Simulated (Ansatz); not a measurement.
An Ansatz (an electronic-structure program) run: TeO2 with a change (strain tensor (xx, yy, zz, yz, xz, xy) = (+1.63, +0.44, −0.60, −0.17, +0.07, −0.89) %); Ansatz r2SCAN, no SOC, earlier PAW set.

Input:

Ansatz 0.2 input:
```yaml
crystal:
  lattice:
    - [4.9227801807, -0.0431100498, 0.0031484868]
    - [-0.043139194, 4.8684276877, -0.0079977157]
    - [0.005009164, -0.0127155701, 7.6601676589]
  atoms:
    - { symbol: Te, position: [0.7197744928, 0.4697424069, 0.6249740126] }
    - { symbol: Te, position: [0.7802255072, 0.5302575931, 0.1249740126] }
    - { symbol: Te, position: [0.2802255072, 0.9697424069, 0.8750259874] }
    - { symbol: Te, position: [0.2197744928, 0.0302575931, 0.3750259874] }
    - { symbol: O, position: [0.1108948709, 0.2620301696, 0.1914450545] }
    - { symbol: O, position: [0.3891051291, 0.7379698304, 0.6914450545] }
    - { symbol: O, position: [0.8891051291, 0.7620301696, 0.3085549455] }
    - { symbol: O, position: [0.6108948709, 0.2379698304, 0.8085549455] }
    - { symbol: O, position: [0.9874277344, 0.1387377202, 0.5584802817] }
    - { symbol: O, position: [0.5125722656, 0.8612622798, 0.0584802817] }
    - { symbol: O, position: [0.0125722656, 0.6387377202, 0.9415197183] }
    - { symbol: O, position: [0.4874277344, 0.3612622798, 0.4415197183] }
basis: { ecutwfc: 500, ecutrho_ratio: 4, xc_grid: 4, fft_grid_basis: typed }
kpoints: { mp_grid: { grid: [6, 6, 4] } }
hamiltonian:
  xc: r2scan
  dispersion: none
  pseudopotentials: { azcp: { folder: ./paw }, kind: paw }
scf: { occupations: { method: fermi_dirac, width: 0.05 }, convergence: { dr2_threshold: 0.0000000012 } }
relax: { f_tol: 0.005, max_steps: 50 }
output: { forces: true, stress: true }
checkpoint: { write: state.ck, write_every: 1000 }
```

Output (explanatory and most iteration lines left out):

```
Relaxation: its limit of steps is 50 (relax.max_steps)
Pseudopotential: Te, paw, valence charge 16
Pseudopotential: O, paw, valence charge 6
Crystal: 12 atoms, lattice volume = 183.570 Å³
Basis set: ecut = 500 eV, 4667 PW (Γ), exchange–correlation on 144×144×240 points (64 copies of the dense FFT grid, shifted against one another)
Bands: 68, of which v1, the nominal top of the filled ones, is band 56 counted from 1 (55 counted from 0)
Symmetry: 1 space group operations
Space group: P1 (ITA 1), of the structure as read, at distance tolerance 5.7e-5 Å
k-points: 76 of 144 (time reversal used)
Functional: x = r2scan, c = r2scan; τ floored in thin density (d = 2e-4 eV/Å³)
SCF iter   1: F=—  HF=-32520.551026 eV  |F-HF|=—  |Δ(HF+E_count)|=         —  Δρ=7.25e-2  dr2=8.41e0  dr2_τ=1.12e0  ethr=3.10e-3  ⟨swp⟩=6.9  Hψ=21987  notcnv=0  defer=4
SCF iter   2: F=—  HF=-32519.854418 eV  |F-HF|=—  |Δ(HF+E_count)|=   6.97e-1  Δρ=3.53e-2  dr2=1.10e0  dr2_τ=1.74e-1  ethr=3.10e-3  ⟨swp⟩=3.0  Hψ=10111  notcnv=0  defer=515
SCF 1 converged in 11 iterations: F = -32520.202900 eV  dr2 = 8.91e-10
relax step   1: F+E_penalty+E_count = -32520.20290042 eV  Δ(F+E_penalty+E_count) = +0.000e0 eV  max|allowed force component| = 3.696e-1 eV/Å  Δτ_max = 0.0000 Å  (11 SCF iters, accepted)
Crystal: 12 atoms, lattice volume = 183.570 Å³
SCF iter   1: F=—  HF=-32520.194569 eV  |F-HF|=—  |Δ(HF+E_count)|=         —  Δρ=4.56e-3  dr2=1.56e-2  dr2_τ=1.39e-1  ethr=1.40e-5  ⟨swp⟩=2.0  Hψ=17729  notcnv=0  defer=521
SCF iter   2: F=—  HF=-32520.222798 eV  |F-HF|=—  |Δ(HF+E_count)|=   2.82e-2  Δρ=2.61e-3  dr2=5.72e-3  dr2_τ=4.16e-4  ethr=1.39e-5  ⟨swp⟩=2.0  Hψ=7774  notcnv=0  defer=521
SCF 2 converged in 10 iterations: F = -32520.224622 eV  dr2 = 1.99e-10
relax step   2: F+E_penalty+E_count = -32520.22462218 eV  Δ(F+E_penalty+E_count) = -2.172e-2 eV  max|allowed force component| = 1.460e-1 eV/Å  Δτ_max = 0.0424 Å  (10 SCF iters, accepted)
Crystal: 12 atoms, lattice volume = 183.570 Å³
SCF iter   1: F=—  HF=-32520.224207 eV  |F-HF|=—  |Δ(HF+E_count)|=         —  Δρ=1.69e-3  dr2=2.16e-3  dr2_τ=2.90e-2  ethr=1.81e-5  ⟨swp⟩=3.3  Hψ=10170  notcnv=0  defer=521
SCF iter   2: F=—  HF=-32520.227779 eV  |F-HF|=—  |Δ(HF+E_count)|=   3.57e-3  Δρ=8.31e-4  dr2=6.03e-4  dr2_τ=6.01e-5  ethr=1.93e-6  ⟨swp⟩=2.0  Hψ=8968  notcnv=0  defer=521
SCF 3 converged in 9 iterations: F = -32520.227866 eV  dr2 = 1.10e-9
relax step   3: F+E_penalty+E_count = -32520.22786605 eV  Δ(F+E_penalty+E_count) = -3.244e-3 eV  max|allowed force component| = 3.646e-2 eV/Å  Δτ_max = 0.0151 Å  (9 SCF iters, accepted)
Crystal: 12 atoms, lattice volume = 183.570 Å³
SCF iter   1: F=—  HF=-32520.225088 eV  |F-HF|=—  |Δ(HF+E_count)|=         —  Δρ=1.83e-3  dr2=1.63e-3  dr2_τ=4.01e-2  ethr=2.48e-5  ⟨swp⟩=3.5  Hψ=10113  notcnv=0  defer=521
SCF iter   2: F=—  HF=-32520.228104 eV  |F-HF|=—  |Δ(HF+E_count)|=   3.02e-3  Δρ=9.48e-4  dr2=6.10e-4  dr2_τ=5.32e-5  ethr=1.45e-6  ⟨swp⟩=2.0  Hψ=9117  notcnv=0  defer=521
SCF 4 converged in 9 iterations: F = -32520.228259 eV  dr2 = 6.71e-10
relax step   4: F+E_penalty+E_count = -32520.22825933 eV  Δ(F+E_penalty+E_count) = -3.933e-4 eV  max|allowed force component| = 4.894e-2 eV/Å  Δτ_max = 0.0135 Å  (9 SCF iters, accepted)
Crystal: 12 atoms, lattice volume = 183.570 Å³
SCF iter   1: F=—  HF=-32520.227182 eV  |F-HF|=—  |Δ(HF+E_count)|=         —  Δρ=1.18e-3  dr2=8.77e-4  dr2_τ=1.38e-2  ethr=5.27e-6  ⟨swp⟩=3.6  Hψ=13904  notcnv=0  defer=519
SCF iter   2: F=—  HF=-32520.228351 eV  |F-HF|=—  |Δ(HF+E_count)|=   1.17e-3  Δρ=6.07e-4  dr2=2.70e-4  dr2_τ=2.59e-5  ethr=7.83e-7  ⟨swp⟩=2.0  Hψ=8740  notcnv=0  defer=519
SCF 5 converged in 9 iterations: F = -32520.228430 eV  dr2 = 1.70e-10
relax step   5: F+E_penalty+E_count = -32520.22842968 eV  Δ(F+E_penalty+E_count) = -1.703e-4 eV  max|allowed force component| = 3.732e-2 eV/Å  Δτ_max = 0.0107 Å  (9 SCF iters, accepted)
Crystal: 12 atoms, lattice volume = 183.570 Å³
[...]
Internal energy: -32520.228607 eV  (E = F + TS)
E sigma→0 (E₀):  -32520.228607 eV
Fermi energy:    8.945281 eV
--- Forces (eV/Å), atoms counted from 1 ---
  atom   1  Te    -0.00189408    -0.00012477    -0.00020527
  atom   2  Te    -0.00077284    -0.00091566    -0.00111314
  atom   3  Te     0.00010198     0.00048214    -0.00030762
  atom   4  Te    -0.00126464    -0.00088713     0.00093663
  atom   5  O      0.00035658    -0.00002365     0.00024891
  atom   6  O      0.00051109     0.00025562    -0.00140720
  atom   7  O      0.00136354     0.00106158     0.00176041
  atom   8  O      0.00073664     0.00007412     0.00029939
  atom   9  O      0.00052287    -0.00087305    -0.00037761
  atom  10  O     -0.00015114     0.00076517    -0.00076629
  atom  11  O     -0.00005186    -0.00011851     0.00029360
  atom  12  O      0.00054492     0.00031941     0.00063974
--- Stress (GPa, compression-positive) ---
       -0.863206       0.972374      -0.031283
        0.972374      -0.760185       0.083876
       -0.031282       0.083875       0.225315
  P = ⅓ Tr σ = -0.4660 GPa (-4.660 kbar)
--- Relaxed structure (6 steps of the walk, 6 accepted, 0 SCFs on fresh bases) ---
  atoms:
    - { symbol: Te, position: [0.7198892101888916, 0.47051945812747537, 0.6253015293676691] }
    - { symbol: Te, position: [0.7797964283428394, 0.5293672381235034, 0.12515538171093357] }
    - { symbol: Te, position: [0.2857458783655931, 0.9645986451609416, 0.8749074393422007] }
    - { symbol: Te, position: [0.21384264880217838, 0.03517316736980605, 0.3745465448245013] }
    - { symbol: O, position: [0.10825658371952554, 0.2671488403532366, 0.19176434800057324] }
    - { symbol: O, position: [0.39089313252275293, 0.7330150170122385, 0.6907425340396484] }
    - { symbol: O, position: [0.8858425665791188, 0.7642930744455176, 0.30904262045527575] }
    - { symbol: O, position: [0.612001176897295, 0.23714661211341, 0.8088151985443791] }
    - { symbol: O, position: [0.9908904732012889, 0.14698696815889284, 0.5602459508513256] }
    - { symbol: O, position: [0.510715649678445, 0.8539143307775131, 0.05905940933163691] }
    - { symbol: O, position: [0.0076209904772446355, 0.6414012768018451, 0.9405577383634209] }
    - { symbol: O, position: [0.4945052612248268, 0.35643537155561894, 0.43986130516843497] }
```

Spin-orbit coupling, missing from the scalar runs, can matter with Te. Stability against distortions was not tested. The cell was made from TeO2 (space group P2_12_12_1, No. 19) by this change: strain tensor (xx, yy, zz, yz, xz, xy) = (+1.63, +0.44, −0.60, −0.17, +0.07, −0.89) %.
